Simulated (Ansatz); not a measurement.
Consider K in the bcc (W type) structure (space group Im-3m, No. 229).

Space group Im-3m (No. 229); a = 5.3441 Å, b = 5.3441 Å, c = 5.3441 Å, α = 90.00°, β = 90.00°, γ = 90.00°

| atom | site | symmetry | x | y | z |
|---|---|---|---|---|---|
| K | 2a | m-3m | 0.0000 | 0.0000 | 0.0000 |
(The calculation used a cell of 1 atom; values per cell refer to that cell.)

The other end (x = 1) is Li in the bcc (W type) structure (space group Im-3m, No. 229): 21.03 Å³/atom, gap zero.

The values are results of r2SCAN/PAW in Ansatz (an electronic-structure program), scalar-relativistic without spin-orbit coupling, not measurements.

Li replaces a fraction x of K; each row is one arrangement (x, atoms in the cell, starting space group or random), fully relaxed.

One change was made to it. Results:

| quantity | base | after |
|---|---|---|
| deviation of the volume from the linear (Vegard-type) interpolation | – | -6.3 % |
| mixing energy (to 0.01 eV only: unlike meshes or grids) | – | +0.11 eV/atom |

Name the change that was made.
A. x(Li) = 0.333, 3 atoms, I4/mmm
B. x(Li) = 0.667, 3 atoms, I4/mmm
C. x(Li) = 0.667, 3 atoms, P-3m1

B, x(Li) = 0.667, 3 atoms, I4/mmm. For comparison, the deviation of the volume from the linear in the other runs: x(Li) = 0.667, 3 atoms, P-3m1 gives -7.1 %; x(Li) = 0.333, 3 atoms, I4/mmm gives -2.1 %.

Each cell is one ordered arrangement of few atoms, which overstates ordering effects compared with a random alloy. Whether these cells are dynamically stable was not tested.
